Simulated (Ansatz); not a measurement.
Functionals compared on CO on the 1x1 (100) surface of monoclinic HfO2 (cut with top plane 2 O), one in a 1x1 cell, started at the site 'bridge O-O (span 5.3 Å)', in Ansatz (plane waves, PAW). The structure was relaxed with PBE; the other rows are single points on it, each with its references at the same level. Cutoff 420 eV (500 eV for r2SCAN). HSE06 used the coarser mesh 3x3x1.

Host crystal: monoclinic HfO2, with a band gap (PBE, scalar-relativistic without spin-orbit coupling).

Set-up: 26 atoms, 9.3 Å thick at the start under the adsorbate (thin: gaps and levels are the slab's own); mesh 4x4x1; 0.01 eV smearing; dipole correction on; 12 atoms held, the rest relaxed; no symmetry held; no spin, no spin-orbit, no U, no dispersion correction. At the end it is bonded to Hf. In PBE it is, or lies within 0.03 eV of, the lowest of the starts that converged. These notes are the PBE run's. Adsorption energies are against CO(g). A negative adsorption energy means that the adsorbate is more stable on the surface than in its reference.

A dash marks a value that is undefined for that row or was read on another mesh.

```
functional  adsorption energy (eV)  gap of the slab on its k-mesh (eV)  highest filled level below the top vacuum level (eV)          rough cost of the single point
----------  ----------------------  ----------------------------------  ----------------------------------------------------  --------------------------------------
PBE                          -0.54                                3.01                                                  6.37                                       –
RPBE                         -0.34                                3.04                                                  6.24           very roughly 2.7 core-minutes
r2SCAN                       -0.66                                3.46                                                  6.74             very roughly 6 core-minutes
HSE06                        -0.52                                   –                                                     –  about 50 core-minutes (a rough figure)
```

Ansatz is a first-principles code.
